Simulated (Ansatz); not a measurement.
Ansatz (a first-principles code) run on a (111) slab of VH2 (cut from a parent of space group no. 225; 12 atoms in the cell): self-consistent single point.

Method: PBEsol, default PAW files made with PBE (plane waves; Ansatz).

```xyz
12
Lattice="2.9753 0.0000 0.0000 1.4877 2.5767 0.0000 0.0000 0.0000 22.5027" Properties=species:S:1:pos:R:3 pbc="T T T"
H      2.9753     1.7178     8.2147
H      0.0000     0.0000     7.0000
H      0.0000     0.0000    10.6441
H      1.4877     0.8589     9.4294
H      1.4877     0.8589    13.0734
H      2.9753     1.7178    11.8587
H      2.9753     1.7178    15.5027
H      0.0000     0.0000    14.2881
V      1.4877     0.8589     7.6074
V      2.9753     1.7178    10.0367
V      0.0000     0.0000    12.4661
V      1.4877     0.8589    14.8954
```

Reference input (self-consistent single point, DFT, PBEsol, plane waves, default PAW files made with PBE): basis.ecutwfc = 420 eV; kpoints.mp_grid.grid = 12 12 1; hamiltonian.xc = pbesol; hamiltonian.pseudopotentials = {kind: paw} (the program's default PAW files); scf.occupations.method = gaussian; scf.occupations.width = 0.1 eV. This run's input differs from it in these lines:

Ansatz 0.2 input:
```diff
@@ -20,3 +20,3 @@
 basis:
-  ecutwfc: 420.0
+  ecutwfc: 630.0
 kpoints:
```

Output, abridged:

```
SCF iter   1: F=—  HF=-11668.192259 eV  |F-HF|=—  |Δ(HF+E_count)|=         —  Δρ=7.65e-3  dr2=5.89e-2  ethr=1.77e-3  ⟨swp⟩=8.1  Hψ=3706  notcnv=0
all-band conjugate gradients solve this SCF's bands
preconditioner: auto → LDOS
SCF iter   2: F=—  HF=-11668.181991 eV  |F-HF|=—  |Δ(HF+E_count)|=   1.03e-2  Δρ=2.85e-3  dr2=1.60e-2  ethr=9.82e-5  ⟨swp⟩=2.4  Hψ=1667  notcnv=0  defer=52
   [... lines left out ...]
SCF iter   5: F=—  HF=-11668.179655 eV  |F-HF|=—  |Δ(HF+E_count)|=   2.56e-6  Δρ=1.58e-4  dr2=1.62e-4  ethr=1.35e-6  ⟨swp⟩=1.8  Hψ=856  notcnv=0  defer=52
SCF iter   6: F=—  HF=-11668.179642 eV  |F-HF|=—  |Δ(HF+E_count)|=   1.26e-5  Δρ=4.21e-5  dr2=5.45e-6  ethr=2.69e-7  ⟨swp⟩=1.8  Hψ=877  notcnv=0  defer=52
SCF iter   7: F=—  HF=-11668.179755 eV  |F-HF|=—  |Δ(HF+E_count)|=   1.13e-4  Δρ=6.66e-6  dr2=2.71e-7  ethr=9.09e-9  ⟨swp⟩=2.8  Hψ=1174  notcnv=0  defer=52
SCF iter   8: F=-11668.179755 eV  HF=-11668.179755 eV  |F-HF|=1.65e-8  |Δ(HF+E_count)|=   6.32e-8  Δρ=3.11e-6  dr2=1.28e-8  ethr=1.67e-10  ⟨swp⟩=12.8  Hψ=3627  notcnv=0
SCF 1 converged in 8 iterations: F = -11668.179755 eV  dr2 = 1.28e-8
Free energy (F): -11668.179755 eV
Internal energy: -11668.129347 eV  (E = F + TS)
E sigma→0 (E₀):  -11668.154551 eV
Entropy (-TS):   -0.050409 eV (-4.201 meV/atom)
Fermi energy:    3.279406 eV
--- Forces (eV/Å), atoms counted from 1 ---
  atom   1  H     -0.00000000     0.00000000    -0.20775446
  atom   2  H     -0.00000000    -0.00000000    -0.59911156
  atom   3  H      0.00000000     0.00000000    -0.02016690
  atom   4  H      0.00000000    -0.00000000    -0.18677965
  atom   5  H     -0.00000000     0.00000000     0.18677965
  atom   6  H      0.00000000    -0.00000000     0.02016690
  atom   7  H     -0.00000000     0.00000000     0.59911156
  atom   8  H     -0.00000000    -0.00000000     0.20775446
   [... lines left out ...]
  atom  12  V      0.00000000    -0.00000000    -1.30404920
--- Stress (GPa, compression-positive) ---
       -5.133409       0.000000       0.000000
        0.000000      -5.133409       0.000000
        0.000000       0.000000      -2.260531
  P = ⅓ Tr σ = -4.1758 GPa (-41.758 kbar)
  The stress holds the Pulay correction. Without it, at fixed plane waves, as pw.x and ABINIT print it: P = -4.1851 GPa
```

The run converged in 8 iterations. Against the reference run the free energy goes down by 2.1 meV/atom and the largest force moves little (1.302 to 1.304 eV/Å).

The starting cell comes from a database of computed structures (which also holds hypothetical and non-ambient phases and stackings), without a prior relaxation at this level. The slab is cut from that crystal, and its faces are unrelaxed. Its lattice was rescaled by up to half a per cent. Spin polarisation is off. Forces in this geometry exceed 1 eV/Å.
